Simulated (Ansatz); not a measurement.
Candidates (primitive cells; geometry: cell and atoms relaxed with PBEsol):
A. GaP (F-43m), a = b = c = 3.846 Å, α = β = γ = 60.00°
B. BAs (F-43m), a = b = c = 3.3714 Å, α = β = γ = 60.00°
C. AlP (F-43m), a = b = c = 3.8683 Å, α = β = γ = 60.00°

Q: Order them by hole conductivity mass (lowest first) at the level PBEsol with spin-orbit coupling, rigid bands run with Ansatz (a program for electronic structure).

A: B (0.34 mₑ), A (0.48 mₑ), C (0.68 mₑ)

Masses are for dilute carriers at 300 K, harmonic means over directions unless an axis is named.
